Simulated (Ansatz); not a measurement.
The starting structures come from a database of crystals and need not be the phases stable at ambient conditions.

Here is the system:

```
CELL_PARAMETERS angstrom
      3.56966     0.00000     0.00000
      0.00000    10.00402     0.00000
      0.00000     0.00000    10.14637
ATOMIC_POSITIONS crystal
  V  0.25000 0.12660 0.01268
  V  0.75000 0.87340 0.98732
  V  0.75000 0.37340 0.51268
  V  0.25000 0.62660 0.48732
  V  0.75000 0.07109 0.60340
  V  0.25000 0.92891 0.39660
  V  0.25000 0.42891 0.10340
  V  0.75000 0.57109 0.89660
  O  0.25000 0.00186 0.25803
  O  0.75000 0.99814 0.74197
  O  0.75000 0.49814 0.75803
  O  0.25000 0.50186 0.24197
  O  0.25000 0.06417 0.54227
  O  0.75000 0.93583 0.45773
  O  0.75000 0.43583 0.04227
  O  0.25000 0.56417 0.95773
  O  0.75000 0.07142 0.03448
  O  0.25000 0.92858 0.96552
  O  0.25000 0.42858 0.53448
  O  0.75000 0.57142 0.46552
  O  0.25000 0.21045 0.88057
  O  0.75000 0.78955 0.11943
  O  0.75000 0.28955 0.38057
  O  0.25000 0.71045 0.61943
  O  0.75000 0.24544 0.63717
  O  0.25000 0.75456 0.36283
  O  0.25000 0.25456 0.13717
  O  0.75000 0.74544 0.86283
```

Space group of this cell: Pnma. The cell was relaxed by PBE-D3(BJ); by r2SCAN its mean pressure is -2.9 GPa.

Transport runs along the normal of the first two printed cell vectors.

No gap correction and no spin-orbit coupling; mid-gap values are interpolated between computed energies.

Problem. Give the band gap and the smallest decay constant κ at mid-gap that r2SCAN run with Ansatz (a first-principles code) yields.

Solution. Gap 2.35 eV on a 8×4×4 mesh; κ = 0.593 1/Å, at (0.500, 0.000) of the in-plane reciprocal vectors. At the zone centre, at the nearest computed energy, the slowest state has κ = 0.63 1/Å.
